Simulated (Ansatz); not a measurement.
The parent structure is Ru in the hcp (Mg type) structure (space group P6_3/mmc, No. 194; a = 2.722 Å, c = 4.294 Å; relaxed with 0.1 eV smearing). Axes: x lies along a and z along c of the hexagonal cell.

The values are results of PBE (Ansatz, a program for electronic structure, PAW, scalar-relativistic without spin-orbit coupling), not measurements.

Strains are applied to the cell and any free atomic positions relax.

One change was made to it. Results:

The pressure (mean of the normal stresses, compression positive) goes from zero to -1.6 GPa; the energy increases by 0.7 meV/atom.

**Question.** Name the change that was made.
A) uniaxial strain ε_zz = −0.50 %
B) uniaxial strain ε_zz = +0.50 %
C) uniaxial strain ε_zz = +1.50 %
D) uniaxial strain ε_zz = −1.50 %

**Answer.** B, uniaxial strain ε_zz = +0.50 %. For comparison, the pressure in the other runs: uniaxial strain ε_zz = −0.50 % gives 1.7 GPa; uniaxial strain ε_zz = +1.50 % gives -4.6 GPa; uniaxial strain ε_zz = −1.50 % gives 5.2 GPa.

Whether these cells are dynamically stable was not tested. The final runs are not spin-polarised.
